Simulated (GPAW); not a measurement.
## GPAW run on CdTe (P6_3mc, 4 atoms in the cell): self-consistent single point

Method: LDA (Perdew-Wang 92), GPAW PAW datasets LDA (gpaw-data 1.0.1) (plane waves; GPAW 25.7.0).

This input was run:

```python
from ase import Atoms
from ase.units import GPa
from gpaw import GPAW

atoms = Atoms(['Cd', 'Cd', 'Te', 'Te'],
              cell=[[4.633270, 0.000000, 0.000000],
                    [-2.316635, 4.012530, 0.000000],
                    [0.000000, 0.000000, 7.602430]],
              scaled_positions=[[0.333333, 0.666667, 0.000360],
                                [0.666667, 0.333333, 0.500360],
                                [0.333333, 0.666667, 0.374640],
                                [0.666667, 0.333333, 0.874640]],
              pbc=True)

calc = GPAW(mode={'name': 'pw', 'ecut': 600},
            xc='LDA',
            kpts={'size': (6, 6, 3), 'gamma': True},
            occupations={'name': 'fermi-dirac', 'width': 0.0},
            nbands=-6,
            convergence={'density': 1e-05, 'energy': 1e-05, 'bands': -4},
            symmetry={'symmorphic': False, 'tolerance': 0.0005},
            maxiter=100)

atoms.calc = calc

energy = atoms.get_potential_energy()
print('Energy (eV):', round(energy, 6))
forces = atoms.get_forces()
print('Forces (eV/Ang):')
print(forces.round(5))
stress = atoms.get_stress()
print('Stress (GPa, Voigt):', (stress / GPa).round(4))
```

Log, with long lists cut:

```
Input parameters:
  convergence: {bands: -4,
                density: 1e-05,
                energy: 1e-05}
  kpts: {gamma: True,
         size: (6, 6, 3)}
  maxiter: 100
  mode: {ecut: 600,
         name: pw}
  nbands: -6
  occupations: {name: fermi-dirac,
                width: 0.0}
  symmetry: {symmorphic: False,
             tolerance: 0.0005}

species:
  Cd:
    name: Cadmium
    Z: 48.0
    valence: 12
    core: 36
    charge: 0.0
    file: Cd.LDA.gz

    # Using partial waves for Cd as LCAO basis

  Te:
    name: Tellurium
    Z: 52.0
    valence: 6
    core: 46
    charge: 0.0
    file: Te.LDA.gz

    # Using partial waves for Te as LCAO basis

Reference energy: -673346.925590  # eV

Spin-paired calculation

Convergence criteria:
 Maximum [total energy] change in last 3 cyles: 1e-05 eV / valence electron
 Maximum integral of absolute [dens]ity change: 1e-05 electrons / valence electron
 Maximum integral of absolute [eigenst]ate change: 4e-08 eV^2 / valence electron
 Maximum number of scf [iter]ations: 100

Symmetries present (total): 12
Symmetries with fractional translations: 6
108 k-points: 6 x 6 x 3 Monkhorst-Pack grid + [1/12,1/12,0.000000]
14 k-points in the irreducible part of the Brillouin zone
       k-points in crystal coordinates                weights
   0:     0.00000000    0.00000000    0.00000000          1/108
   1:     0.00000000    0.00000000    0.33333333          2/108
   2:     0.16666667    0.00000000    0.00000000          6/108
   [... 7 lines left out ...]
          ...
  13:     0.50000000    0.50000000    0.33333333          6/108

Wave functions: Plane wave expansion
  Cutoff energy: 600.000 eV
  Number of coefficients (min, max): 4689, 4740
  Pulay-stress correction: 0.000000 eV/Ang^3 (de/decut=0.000000)

Occupation numbers: # Zero width

Eigensolver

Densities:
  Coarse grid: 27*27*48 grid
  Fine grid: 54*54*96 grid
  Total Charge: 0.000000

Density mixing:
  Method: separate
  Backend: pulay
  Linear mixing parameter: 0.05
  old densities: 5
  Damping of long wavelength oscillations: 50

Hamiltonian:
  XC and Coulomb potentials evaluated on a 54*54*96 grid
  External potential:
    NoExternalPotential

Number of atoms: 4
Number of atomic orbitals: 26
Number of bands in calculation: 24
Number of valence electrons: 36
Bands to converge: 20

Density initialized from atomic densities
  24 bands from LCAO basis set

Atomic positions and initial magnetic moments

Positions:
   0 Cd    -0.000002    2.675021    0.002737    ( 0.0000,  0.0000,  0.0000)
   1 Cd     2.316637    1.337509    3.803952    ( 0.0000,  0.0000,  0.0000)
   2 Te    -0.000002    2.675021    2.848174    ( 0.0000,  0.0000,  0.0000)
   3 Te     2.316637    1.337509    6.649389    ( 0.0000,  0.0000,  0.0000)

Unit cell:
           periodic     x           y           z      points  spacing
  1. axis:    yes    4.633270    0.000000    0.000000    27     0.1486
  2. axis:    yes   -2.316635    4.012530    0.000000    27     0.1486
  3. axis:    yes    0.000000    0.000000    7.602430    48     0.1584

  Lengths:   4.633270   4.633270   7.602430
  Angles:   90.000000  90.000000 119.999997

Effective grid spacing dv^(1/3) = 0.1593

     iter     time        total  log10-change:
                         energy   eigst   dens
iter:   1 --:--:--   -13.004971   -0.06
iter:   2 --:--:--   -12.924205   -1.37  -1.28
iter:   3 --:--:--   -12.583958   -1.28  -1.31
iter:   4 --:--:--   -12.594920   -2.48  -1.64
iter:   5 --:--:--   -12.587920   -2.11  -1.70
iter:   6 --:--:--   -12.555350   -2.88  -2.27
iter:   7 --:--:--   -12.556198   -4.86  -2.79
iter:   8 --:--:--   -12.553759   -3.69  -2.79
iter:   9 --:--:--   -12.554494   -3.93  -3.13
iter:  10 --:--:--   -12.554082   -5.35  -3.12
iter:  11 --:--:--   -12.553844   -4.24  -3.24
iter:  12 --:--:--   -12.553789c  -5.74  -3.76
iter:  13 --:--:--   -12.553788c  -6.61  -4.46
iter:  14 --:--:--   -12.553788c  -7.73c -4.63
iter:  15 --:--:--   -12.553789c  -6.70  -4.64
iter:  16 --:--:--   -12.553788c  -6.96  -4.54
iter:  17 --:--:--   -12.553789c  -7.21  -4.85
iter:  18 --:--:--   -12.553788c  -7.32  -4.58
iter:  19 --:--:--   -12.553788c  -8.88c -5.05c

Converged after 19 iterations.

Dipole moment: (0.000000, -0.000000, 4.919458) |e|*Ang

Energy contributions relative to reference atoms: (reference = -673346.925590)

Kinetic:        +24.047718
Potential:      -22.734962
External:        +0.000000
XC:             -14.288226
Entropy (-ST):   +0.000000
Local:           +0.421683
SIC:             +0.000000
--------------------------
Free energy:    -12.553788
Extrapolated:   -12.553788

Showing only first 2 kpts
 Kpt  Band  Eigenvalues  Occupancy
  0    16      3.05424    2.00000
  0    17      3.05426    2.00000
  0    18      3.48976    0.00000
  0    19      4.49610    0.00000

  1    16      2.84352    2.00000
  1    17      2.84355    2.00000
  1    18      4.69533    0.00000
  1    19      4.76036    0.00000

Fermi level: 3.27201

Gap: 0.435 eV
Transition (v -> c):
  (s=0, k=0, n=17, [0.00, 0.00, 0.00]) -> (s=0, k=0, n=18, [0.00, 0.00, 0.00])
No difference between direct/indirect transitions
Energy (eV): -12.553788

Forces in eV/Ang:
  0 Cd    0.00000    0.00000   -0.00830
  1 Cd    0.00000    0.00000   -0.00830
  2 Te    0.00000    0.00000    0.00823
  3 Te    0.00000    0.00000    0.00823

Stress tensor:
     0.019182     0.000000    -0.000000
     0.000000     0.019182     0.000000
    -0.000000     0.000000     0.019366
Stress (GPa, Voigt): [ 3.0733  3.0733  3.1029  0.     -0.      0.    ]
```

The run converged in 19 iterations. GPAW prints stress with tension positive.

The starting cell comes from a database of computed structures (which also holds hypothetical and non-ambient phases and stackings), without a prior relaxation at this level. Spin-orbit coupling is off. With a pressure of about -3 GPa the cell is away from its equilibrium volume at this level.

Cost on one core of a shared machine: roughly 50 s.
